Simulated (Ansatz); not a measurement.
The reference is CsPbBr$_{3}$ in the cubic perovskite structure (space group Pm-3m, No. 221; a = 5.937 Å).

The values are results of plane-wave PAW DFT at the r2SCAN level (Ansatz, a program for electronic structure, 500 eV), spin-orbit coupling left out, not measurements.

Before the change:

| Item | Result |
|---|---|
| Hole mass | 0.17 mₑ (at R) |
| Density | 4.60 g/cm³ |
| Electron mass | 0.091, 0.82, 0.82 mₑ (at R) |

Perturbation: every Cs is replaced by Li; the structure is relaxed again.

Q: What does the calculation give for the hole mass after the change?

A: The hole mass goes from 0.17 mₑ (at R) to 0.16 mₑ (at R).

Q: How does this affect the density?

A: The density shrinks by 0.93 g/cm³, from 4.60 g/cm³ to 3.67 g/cm³.

Q: Predict the new electron mass.

A: The electron mass (degenerate bands, along [100]) changes from 0.091, 0.82, 0.82 mₑ (at R) to 0.087, 0.88, 0.88 mₑ (at R).

With Pb present, leaving out spin-orbit coupling can change the band edges. The levels and masses belong to the bands next to the band gap. Effective masses come from finite differences of ±0.01 Å⁻¹. Stability against distortions was not tested. As relaxed here, LiPbBr3 is a hypothetical phase, not in the database extracts checked. Many cubic perovskites are stable only at high temperature; tilts and polar distortions were not tested. This is not the structure that CsPbBr3 has at room temperature and ambient pressure.
